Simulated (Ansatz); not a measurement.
Consider PtSe₂ in the CdI2 type structure (space group P-3m1, No. 164; a = 3.735 Å, c = 5.207 Å; layered, stacked along the Cartesian z axis; relaxed with 0.1 eV smearing). Axes: x lies along a and z along c of the hexagonal cell.

Calculations: r2SCAN+rVV10, PAW, 500 eV (Ansatz, a quantum-chemistry and plane-wave program; no spin-orbit coupling).

Strains are applied to the cell and any free atomic positions relax; under biaxial strain the out-of-plane vector relaxes too.

One change was made to it. Results:

| quantity | base | after |
|---|---|---|
| pressure (mean of the normal stresses, compression positive) | 0.0 GPa | 0.2 GPa |
| band gap | zero | zero |
| shortest interatomic distance | 2.516 Å | 2.515 Å |

Q: Which of these changes matches the shifts?
A. isotropic strain +1.21 %
B. uniaxial strain ε_zz = −0.77 %
C. biaxial strain −3.33 %, plane normal [001], relaxed out of plane

A: B, uniaxial strain ε_zz = −0.77 %. For comparison, the pressure in the other runs: biaxial strain −3.33 %, plane normal [001], relaxed out of plane gives 3.5 GPa; isotropic strain +1.21 % gives -2.3 GPa.

With Pt present, leaving out spin-orbit coupling can change the band edges. Stability against distortions was not tested. All final runs are without spin polarisation. The zero or small gap of PtSe2 can change with the level of theory.
